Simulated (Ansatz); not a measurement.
CdSe: response to strain

The reference is CdSe in the zinc blende structure (space group F-43m, No. 216; a = 6.0816 Å). Axes: x, y, z lie along the cube axes.

Strains are applied to the cell and any free atomic positions relax.

The values are results of DFT with PBEsol, PAW potentials and a 420 eV plane-wave cutoff in Ansatz (a program for electronic structure), no spin-orbit coupling, not measurements.

Notes on the quantities. pressure: mean of the normal stresses, compression positive; energy relative to the base: free energy F.

| case | pressure | electron mass | energy relative to the base |
|---|---|---|---|
| base | 0.00 GPa | 0.049 mₑ (at Γ) | 0 meV/atom |
| uniaxial strain ε_zz = −3.00 % | 1.68 GPa | 0.048 mₑ along z, 0.055 mₑ across (at Γ) | +5.2 meV/atom |
| uniaxial strain ε_zz = −2.00 % | 1.10 GPa | 0.049 mₑ along z, 0.053 mₑ across (at Γ) | (withheld) |
| uniaxial strain ε_zz = −1.50 % | 0.81 GPa | 0.049 mₑ along z, 0.052 mₑ across (at Γ) | +1.3 meV/atom |
| uniaxial strain ε_zz = −1.00 % | 0.54 GPa | – | +0.6 meV/atom |
| uniaxial strain ε_zz = +0.50 % | (withheld) | 0.048 mₑ (at Γ) | +0.1 meV/atom |
| uniaxial strain ε_zz = +1.00 % | -0.51 GPa | – | +0.6 meV/atom |
| uniaxial strain ε_zz = +1.50 % | -0.75 GPa | 0.049 mₑ along z, 0.045 mₑ across (at Γ) | +1.2 meV/atom |
| uniaxial strain ε_zz = +2.50 % | -1.22 GPa | 0.049 mₑ along z, 0.043 mₑ across (at Γ) | +3.4 meV/atom |
| uniaxial strain ε_zz = +3.00 % | -1.45 GPa | 0.049 mₑ along z, 0.042 mₑ across (at Γ) | (withheld) |

### Question
Complete the table.

### Answer

- uniaxial strain ε_zz = −2.00 %, energy relative to the base: +2.3 meV/atom
- uniaxial strain ε_zz = +0.50 %, pressure: -0.25 GPa
- uniaxial strain ε_zz = +3.00 %, energy relative to the base: +4.9 meV/atom

The levels and masses belong to the bands next to the band gap. Masses are band curvatures over ±0.01 Å⁻¹ around the edge. Whether these cells are dynamically stable was not tested.
